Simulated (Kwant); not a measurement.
Kwant, Hückel tight-binding model, one pz orbital an atom, one spin, coherent transport at 0 K. Conductance is in e²/h.

Model system: π system c1ccc2c(c1)oc1ccccc12 between two chain leads. The π system is taken as planar. Atoms are numbered from 0 in the order of the SMILES. Site energies (eV, carbon 0): [0.0, 0.0, 0.0, 0.0, 0.0, 0.0, -5.4, 0.0, 0.0, 0.0, 0.0, 0.0, 0.0]. Bonds (i, j, β in eV): (0,1,-2.7) (1,2,-2.7) (2,3,-2.7) (3,4,-2.7) (4,5,-2.7) (4,6,-2.16) (6,7,-2.16) (7,8,-2.7) (8,9,-2.7) (9,10,-2.7) (10,11,-2.7) (11,12,-2.7) (5,0,-2.7) (12,7,-2.7) (12,3,-2.7). Leads: chains of hopping −4.1 eV, joined by −0.81 eV to atoms 0 and 9.

Site energies and bond integrals are typed Hückel values.

Sweep values stay those of the base run.

One input was changed, with this effect: transmission at E = 0 0.00076 → 0.0040.

### Question
Which change was it?
(A) contacts moved from atoms [0, 9] to [1, 11]
(B) contacts moved from atoms [0, 9] to [1, 5]
(C) contacts moved from atoms [0, 9] to [5, 8]
(D) contacts moved from atoms [0, 9] to [1, 2]
(E) contacts moved from atoms [0, 9] to [0, 2]
(F) contacts moved from atoms [0, 9] to [1, 8]

### Answer
D, contacts moved from atoms [0, 9] to [1, 2]
